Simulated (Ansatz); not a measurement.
## Worked example: self-consistent single point of AlP (F-43m, 2 atoms in the cell) in Ansatz

Method of the run: PBE (plane waves, PAW; Ansatz, a program for electronic structure).

Input:

Ansatz 0.2 input:
```yaml
crystal:
  lattice:
    - [0.00000000, 2.74365000, 2.74365000]
    - [2.74365000, 0.00000000, 2.74365000]
    - [2.74365000, 2.74365000, 0.00000000]
  atoms:
    - { symbol: Al, position: [0.00000000, 0.00000000, 0.00000000] }
    - { symbol: P, position: [0.25000000, 0.25000000, 0.25000000] }
basis:
  ecutwfc: 420.0 eV
kpoints:
  mp_grid: { grid: [8, 8, 8] }
hamiltonian:
  xc: pbe
  pseudopotentials: { kind: paw }
scf:
  occupations: { method: fermi_dirac, width: 0.05 eV }
output:
  forces: true
  eigenvalues: true
  stress: true
```

Log, with long lists cut:

```
WARN ansatz: RAYON_NUM_THREADS=1 ignored (pool sized by the plan → 1); use --threads N
Pseudopotentials: kind: paw
Pseudopotential: Al, paw, valence charge 3
Pseudopotential: P, paw, valence charge 5
Crystal: 2 atoms, lattice volume = 41.306 Å³
Basis set: ecut = 420 eV, 869 PW (Γ), exchange–correlation on 54×54×54 points (8 copies of the dense FFT grid, shifted against one another)
Bands: 8, of which v1, the nominal top of the filled ones, is band 4 counted from 1 (3 counted from 0)
Symmetry: 24 space group operations
Space group: F-43m (ITA 216), of the structure as read, at distance tolerance 3.5e-5 Å
k-points: 29 of 512 (time reversal used)
Initial density: superposition of atomic densities (neutral atoms: chi_scale 0, normalization atom), corrected by the library's trained network
Initial wavefunctions: pseudopotential atomic-orbital guess
Eigensolver: davidson
Functional: x = pbe(κ = 0.804, μ = 0.2195149727645171), c = pbe(β = 0.06672455060314922)
SCF iter   1: F=—  HF=-1294.442016 eV  |F-HF|=—  |Δ(HF+E_count)|=         —  Δρ=1.30e-3  dr2=1.16e-3  ethr=1.77e-3  ⟨swp⟩=6.1  Hψ=2156  notcnv=0
all-band conjugate gradients solve this SCF's bands
preconditioner: auto → none
SCF iter   2: F=—  HF=-1294.441875 eV  |F-HF|=—  |Δ(HF+E_count)|=   1.41e-4  Δρ=3.84e-4  dr2=4.80e-5  ethr=1.45e-5  ⟨swp⟩=2.3  Hψ=589  notcnv=0
SCF iter   3: F=—  HF=-1294.441928 eV  |F-HF|=—  |Δ(HF+E_count)|=   5.37e-5  Δρ=1.60e-4  dr2=7.21e-6  ethr=6.00e-7  ⟨swp⟩=2.1  Hψ=336  notcnv=0
iter 4 did not close the SCF: its close was put off for the readings that it lacked (scf_convergence_deferred on its scf_iter line)
SCF iter   4: F=-1294.441939 eV  HF=-1294.441939 eV  |F-HF|=3.33e-8  |Δ(HF+E_count)|=   1.10e-5  Δρ=1.12e-5  dr2=6.80e-8  ethr=9.01e-8  ⟨swp⟩=2.8  Hψ=363  notcnv=0
iter 5 did not close the SCF: its close was put off for the readings that it lacked (scf_convergence_deferred on its scf_iter line)
SCF iter   5: F=-1294.441939 eV  HF=-1294.441939 eV  |F-HF|=1.69e-8  |Δ(HF+E_count)|=   2.14e-9  Δρ=6.00e-6  dr2=2.31e-8  ethr=8.51e-10  ⟨swp⟩=2.2  Hψ=371  notcnv=0
SCF iter   6: F=-1294.441939 eV  HF=-1294.441939 eV  |F-HF|=2.13e-9  |Δ(HF+E_count)|=   6.70e-9  Δρ=2.20e-6  dr2=2.94e-9  ethr=2.89e-10  ⟨swp⟩=3.8  Hψ=1316  notcnv=0
SCF 1 converged in 6 iterations: F = -1294.441939 eV  dr2 = 2.94e-9
SCF converged after 6 iterations
Free energy (F): -1294.441939 eV
Harris-Foulkes:  -1294.441939 eV  (|F-HF|=2.13e-9)
Internal energy: -1294.441939 eV  (E = F + TS)
E sigma→0 (E₀):  -1294.441939 eV
Fermi energy:    5.717527 eV
--- Per-component energies (eV) ---
  E_band       = 3.978889
  E_kinetic    = 93.464012
  E_local      = -83.313341  (includes V_loc(G=0)·N_el)
  E_nonlocal   = 44.530085
  E_hartree    = 25.258856
  E_xc         = -101.403125
  E_vxc        = -89.883863  (∫ρ·V_xc dr)
  E_paw        = -1036.876791  (= ΣΔE_a)
  E_vpaw       = -11.335420  (= ΣTr[D̂ρ^β])
  E_aug_tail   = 0.000001  (compensation charges beyond the density's cutoff)
  E_ewald      = -236.101636
  E_smearing   = -0.000000  (= −TS)
  E_closure    = -0.000000  (closes the sum)
  Σ components = -1294.441939   (vs F -1294.441939, Δ=0.00e0)
--- Forces (eV/Å), atoms counted from 1 ---
  atom   1  Al     0.00000000    -0.00000000    -0.00000000
  atom   2  P     -0.00000000     0.00000000     0.00000000
  max |Σ_I F_I| component: 1.85e-17 eV/Å
--- Stress (GPa, compression-positive) ---
        0.945800       0.000000      -0.000000
       -0.000000       0.945800       0.000000
       -0.000000       0.000000       0.945800
  P = ⅓ Tr σ = 0.9458 GPa (9.458 kbar)
  The stress holds the Pulay correction. Without it, at fixed plane waves, as pw.x and ABINIT print it: P = 0.9150 GPa
--- Band table (eV; the first three rows and the last of 29) ---
  k-point 0: bands = ["-6.5129", "4.9017", "4.9017", "4.9017", "8.0816", "9.4439", "9.4439", "9.4439"]
  k-point 1: bands = ["-6.3436", "3.6852", "4.7561", "4.7561", "8.5295", "9.7225", "9.7225", "9.9337"]
  k-point 2: bands = ["-5.8678", "1.7585", "4.4662", "4.4662", "8.1725", "10.0282", "10.0282", "11.7408"]
  k-point 28: bands = ["-4.1776", "0.0260", "1.7902", "2.1429", "9.2196", "10.7671", "11.0297", "11.2308"]
```

The run converged in 6 iterations.

The starting cell has typed, rounded lattice constants, without a prior relaxation at this level. Its lattice was rescaled by up to half a per cent. Ansatz's pressure includes its estimate of the finite-basis (Pulay) stress.
